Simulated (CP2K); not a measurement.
Worked example: self-consistent single point of ZrHg3 (Pm-3m, 4 atoms in the cell) in CP2K.

Level of theory: PBEsol, GPW, DZVP-MOLOPT-SR-GTH basis, GTH-PBE potentials (GTH_POTENTIALS) run with CP2K.

```
ZrHg3
1.0
    4.41774     0.00000     0.00000
    0.00000     4.41774     0.00000
    0.00000     0.00000     4.41774
Zr Hg
1 3
Direct
  0.00000   0.00000   0.00000
  0.50000   0.50000   0.00000
  0.00000   0.50000   0.50000
  0.50000   0.00000   0.50000
```

Reference input (self-consistent single point, DFT LDA (Pade form), GPW, DZVP-MOLOPT-SR-GTH basis, GTH-PADE potentials (GTH_POTENTIALS)): CUTOFF = 500 Ry; REL_CUTOFF = 40 Ry; SMEAR/METHOD = GAUSSIAN; SIGMA = 0.1 eV; KPOINTS/SCHEME = MONKHORST-PACK 8 8 8; GAMMA_CENTERED = T; XC_FUNCTIONAL = PADE; Zr/BASIS_SET = DZVP-MOLOPT-SR-GTH-q12; Zr/POTENTIAL = GTH-PADE-q12; Hg/BASIS_SET = DZVP-MOLOPT-SR-GTH-q12; Hg/POTENTIAL = GTH-PADE-q12; METHOD = GPW. This run's input differs from it in these lines:

```diff
@@ -44,3 +44,6 @@
     &XC
-      &XC_FUNCTIONAL PADE
+      &XC_FUNCTIONAL
+        &PBE
+          PARAMETRIZATION PBESOL
+        &END PBE
       &END XC_FUNCTIONAL
@@ -78,3 +81,3 @@
       BASIS_SET DZVP-MOLOPT-SR-GTH-q12
-      POTENTIAL GTH-PADE-q12
+      POTENTIAL GTH-PBE-q12
     &END KIND
@@ -82,3 +85,3 @@
       BASIS_SET DZVP-MOLOPT-SR-GTH-q12
-      POTENTIAL GTH-PADE-q12
+      POTENTIAL GTH-PBE-q12
     &END KIND
```

Output (repeated stretches shortened):

```
 SCF WAVEFUNCTION OPTIMIZATION

  Step     Update method      Time    Convergence         Total energy    Change
     1 NoMix/Diag. 0.30E+00      -     1.61866959      -170.7041569179 -1.71E+02
     2 Broy./Diag. 0.30E+00      -     0.06783898      -172.9142522057 -2.21E+00
     3 Broy./Diag. 0.30E+00      -     0.14797134      -171.4712932935  1.44E+00
     4 Broy./Diag. 0.30E+00      -     0.02844782      -170.3111929829  1.16E+00
     5 Broy./Diag. 0.30E+00      -     0.00924970      -170.1265306556  1.85E-01
     6 Broy./Diag. 0.30E+00      -     0.00834326      -170.2172845560 -9.08E-02
   [... 7 lines left out ...]
    14 Broy./Diag. 0.30E+00      -     0.00000192      -170.2462309737 -3.08E-05
    15 Broy./Diag. 0.30E+00      -     0.00000017      -170.2462322541 -1.28E-06
    16 Broy./Diag. 0.30E+00      -     0.00000027      -170.2462269610  5.29E-06
    17 Broy./Diag. 0.30E+00      -     0.00000005      -170.2462260041  9.57E-07
  *** SCF run converged in    17 steps ***

  Overlap energy of the core charge distribution:               0.00000000007133
  Self energy of the core charge distribution:               -300.22720056203116
  Core Hamiltonian energy:                                     84.21669869473918
  Hartree energy:                                              69.30419461672396
  Exchange-correlation energy:                                -23.53910681907706
  Smearing free energy correction:                             -0.00081193451987
  Fermi energy:                                                 0.35424917202272

  Total energy:                                              -170.24622600405345
  Total energy (extrapolated to sigma->0):                   -170.24582003679353

                     Mulliken Population Analysis

   [... lines left out ...]

 STRESS| Analytical stress tensor [bar]
 STRESS|                        x                   y                   z
 STRESS|      x       -2.60749785695E+04   4.97067819813E-06   4.97013306975E-06
 STRESS|      y        4.97067819813E-06  -2.60743512553E+04   4.96872914591E-06
 STRESS|      z        4.97013306975E-06   4.96872914591E-06  -2.60748494306E+04
 STRESS| 1/3 Trace                                            -2.60747264185E+04
```

The run converged in 17 iterations. Against the reference run the pressure goes from -6.05 to -2.61 GPa.

The starting cell comes from a database of computed structures (which also holds hypothetical and non-ambient phases and stackings), without a prior relaxation at this level. Values carry the incompleteness of an atom-centred basis. The potentials were made for another functional than the one used.

Cost on one core of a shared machine: roughly 3 min.
